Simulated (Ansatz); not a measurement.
Start from GaP in the zinc blende structure (space group F-43m, No. 216; a = 5.439 Å).

Method: PBEsol/PAW in Ansatz (a quantum-chemistry and plane-wave program), spin-orbit coupling left out.

Before the change:

```
Quantity                                Value
-------------  ------------------------------
Band gap                              1.45 eV
Hole mass          0.11, 0.37, 0.37 mₑ (at Γ)
Gap character  indirect, Γ → Γ–X (87 % along)
```

Perturbation: the cell is scaled by 1.0050 in all directions, atoms relaxed at fixed cell.

Problem. Estimate the effect on the band gap, hole mass and gap character.

Solution. The band gap grows by 0.03 eV, from 1.45 eV to 1.48 eV; the hole mass (degenerate bands, along [100]) changes from 0.11, 0.37, 0.37 mₑ (at Γ) to 0.10, 0.38, 0.38 mₑ (at Γ); the gap character stays indirect, Γ → Γ–X (87 % along).

The cells carry an imposed strain or load. Masses are band curvatures over ±0.01 Å⁻¹ around the edge. Whether these cells are dynamically stable was not tested.
